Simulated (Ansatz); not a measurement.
**Response to strain in Ca2Si**

Consider Ca$_{2}$Si (space group Fm-3m, No. 225; a = 7.160 Å; a model cell, its experimental status unchecked).

Strains are applied to the cell and any free atomic positions relax.

Method: Ansatz (a program for electronic structure), r2SCAN, PAW, cutoff 500 eV, no spin-orbit coupling.

| isotropic strain (%) | pressure (GPa) |
|---|---|
| -1.98 | 2.6 |
| -0.73 | 0.9 |
| 0 | 0.0 |
| 2.07 | -2.1 |
| 2.46 | ? |
| 4.1 | -3.7 |

Q: Fit P = P₀ − Bδ + Cδ² with δ = (1 + ε)³ − 1 to the rows shown and predict the withheld row.

A: Least squares on the printed values gives P₀ = 0.0 GPa, B = 39.2 GPa, C = 79.7 GPa (largest residual 0.0 GPa); this predicts -2.5 GPa, and the run gives -2.5 GPa, in agreement.

Stability against distortions was not tested.
